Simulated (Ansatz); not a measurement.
By PBEsol, the system below comes out a metal.

The ballistic (Sharvin) conductance counts the channels at the Fermi level: G/A = (e²/h) × channels of both spins per area.

Given:

```
Hf
1.0
    5.52936     0.00000     0.00000
    2.76468     5.29153     0.00000
    2.76468    -0.48149     1.52184
Hf
2
Direct
  0.41667   0.25000   0.25000
  0.58333   0.75000   0.75000
```

Space group of this cell: P6_3/mmc, hcp (Mg type). The cell is taken as given; by PBEsol its mean pressure is -3.2 GPa.

The current flows along the normal of the first two printed cell vectors, the (111) plane of the conventional cell. No spin-orbit coupling; the value is a mean over 0.1 eV about the Fermi level.

Give the ballistic conductance per area that PBEsol (Ansatz, an electronic-structure program) yields.

0.53 × 10¹⁵ S/m² for both spins.
